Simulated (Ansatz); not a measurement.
ZrB2: uniaxial strain ε_xx = −3.00 %

Start from ZrB$_{2}$ (space group P6/mmm, No. 191; a = 3.1552 Å, c = 3.5062 Å; relaxed with 0.1 eV smearing). Axes: x lies along a and z along c of the hexagonal cell.

Now apply this change: uniaxial strain ε_xx = −3.00 %, all other strain components held at zero, atoms relaxed at fixed cell.

All numbers come from plane-wave PAW DFT at the PBEsol level (Ansatz, an electronic-structure program, 420 eV), spin-orbit coupling left out. Settings: 21×21×17 k-points, 0.1 eV Fermi–Dirac smearing.

The volume per atom falls by 0.302 Å³ to 9.77 Å³ and the shortest interatomic distance falls by 0.042 Å, from 1.822 Å to 1.780 Å. The energy increases by 18 meV/atom and the pressure (mean of the normal stresses, compression positive) goes from zero to 8.5 GPa. The band gap remains zero and the stress (xx, yy, zz, yz, xz, xy; compression positive) comes out as (19.3, 1.8, 4.3, 0.0, 0.0, 0.0) GPa.

Final structure:

```
CELL_PARAMETERS angstrom
      3.06056     0.00000     0.00000
     -1.53028     2.73250     0.00000
      0.00000     0.00000     3.50621
ATOMIC_POSITIONS crystal
  Zr 0.00000 0.00000 0.00000
  B  0.66688 0.33375 0.50000
  B  0.33312 0.66625 0.50000
```

Whether these cells are dynamically stable was not tested. All final runs are without spin polarisation.
